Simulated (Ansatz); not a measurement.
For ScAu4 (I4/m, No. 87; structure not from a measured cell), PBEsol in Ansatz (plane waves, PAW) gives:

- equilibrium lattice constant a: 6.538 Å
- c axis length: 4.030 Å

### Question
What does r²SCAN in Ansatz (plane waves, PAW) give for the same quantities?

### Answer

- lattice constant a: 6.606 Å (rises by 1.0 %)
- lattice parameter c: 4.060 Å (rises by 0.7 %)

Changes are worked out from the printed values.

Unless a cell is named, each level is at its own relaxed cell (PBEsol 17.23, r²SCAN 17.72 Å³/atom).

Levels without +SOC leave out spin–orbit coupling, which shifts energies and cells of such heavy elements.

The crystal itself was run without spin with r²SCAN; a magnetic state was not tried in these runs.

Caveats: the relaxation could not lower the start's symmetry, so the cell can be a saddle point above a distorted one (PBEsol, r²SCAN). Ansatz's density-functional and Hartree–Fock values are scalar-relativistic unless marked +SOC, with PAW data made under PBE.

Ansatz is a first-principles code.
